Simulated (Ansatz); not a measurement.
SiO₂ (model structure, started from the alpha quartz type, P3₁21, No. 152, 9 atoms in the cell), treated with PBE (PAW; Ansatz, an electronic-structure program).

Numerical settings: plane-wave cutoff 500 eV, 12×12×8 k mesh (along the axes of the cell as run), Fermi–Dirac smearing 0.05 eV, scalar-relativistic PAW data made under PBE.

Cell (relaxed at this level):

```xyz
9
Lattice="5.0228 0.0000 0.0000 -2.5114 4.3498 0.0000 0.0000 0.0000 5.5107" Properties=species:S:1:pos:R:3 pbc="T T T"
Si     2.3948     0.0000     4.5922
Si    -1.1974     2.0740     0.9184
Si     1.3140     2.2758     2.7553
O      1.4411     1.1103     3.8851
O      3.3407     0.6929     0.2113
O      2.7523     2.5467     2.0482
O     -1.0703     3.2396     5.2994
O      0.2409     1.8032     1.6256
O      0.8293     3.6569     3.4625
```

Problem. Give the computed band gap.

Solution. 
- band gap: 5.68 eV (on the SCF k mesh)

Note: the relaxation could raise the start's symmetry but not lower it, so the cell can be a saddle point.

Static lattice: no zero-point or thermal effects.

Cost on a shared machine: roughly 5 core-minutes.

A model structure was made by putting elements into a prototype or built by hand; it is no filed structure, need not be a known phase, and can be a saddle point held by its symmetry.
